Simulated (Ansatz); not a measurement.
Results of r²SCAN (Ansatz, an electronic-structure program, PAW) for ZnO (P4₂/mnm, No. 136, 8 atoms in the cell; start mp-1093993; a measured phase of this formula has another space group).

Numerical settings: plane-wave cutoff 560 eV, 6×6×10 k mesh (along the axes of the cell as run), Fermi–Dirac smearing 0.01 eV, scalar-relativistic PAW data made under PBE.

Cell (relaxed with PBEsol):

```cif
data_O4Zn4
_chemical_formula_sum 'Zn4 O4'
_space_group_name_H-M_alt 'P 1'
_space_group_IT_number 1
_cell_length_a 5.51556
_cell_length_b 5.51556
_cell_length_c 3.23984
_cell_angle_alpha 90.000
_cell_angle_beta 90.000
_cell_angle_gamma 90.000
loop_
_space_group_symop_operation_xyz
  'x, y, z'
loop_
_atom_site_label
_atom_site_type_symbol
_atom_site_fract_x
_atom_site_fract_y
_atom_site_fract_z
_atom_site_occupancy
Zn1 Zn 0.18193 0.18193 0.50000 1
Zn2 Zn 0.81807 0.81807 0.50000 1
Zn3 Zn 0.31807 0.68193 0.00000 1
Zn4 Zn 0.68193 0.31807 0.00000 1
O1 O 0.81810 0.18190 0.50000 1
O2 O 0.18190 0.81810 0.50000 1
O3 O 0.31810 0.31810 0.00000 1
O4 O 0.68190 0.68190 0.00000 1
```

Problem. Estimate the band gap that the calculation returns.

Solution. 
* **band gap**: 1.20 eV (direct)

Note: cell and atoms aren't relaxed at this level (pressure 0.3 GPa).

Static lattice: no zero-point or thermal effects.

Computing time: roughly 60 core-seconds.

A start named mp-… is a Materials Project structure, which need not be a measured phase.
